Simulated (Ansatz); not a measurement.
How the lattice parameter a of GeSe (model structure, started from the PtS type, P4₂/mmc, No. 131, 4 atoms in the cell) moves with the method

No measured value is used here.

**Question.** Put these levels in order of the lattice parameter a that they give for GeSe (model structure, started from the PtS type, P4₂/mmc, No. 131, 4 atoms in the cell), smallest first: PBE (Ansatz, a program for electronic structure), PBE-D3(BJ) (Ansatz), PBEsol (Ansatz).

**Answer.** PBEsol (3.585 Å), PBE-D3(BJ) (3.633 Å), PBE (3.720 Å)

PBE-D3(BJ): a distance lies near a switch of the dispersion term, which can move the cell. Ansatz's density-functional and Hartree–Fock values are scalar-relativistic unless marked +SOC, with PAW data made under PBE.

A model structure was made by putting elements into a prototype or built by hand; it is no filed structure, need not be a known phase, and can be a saddle point held by its symmetry.
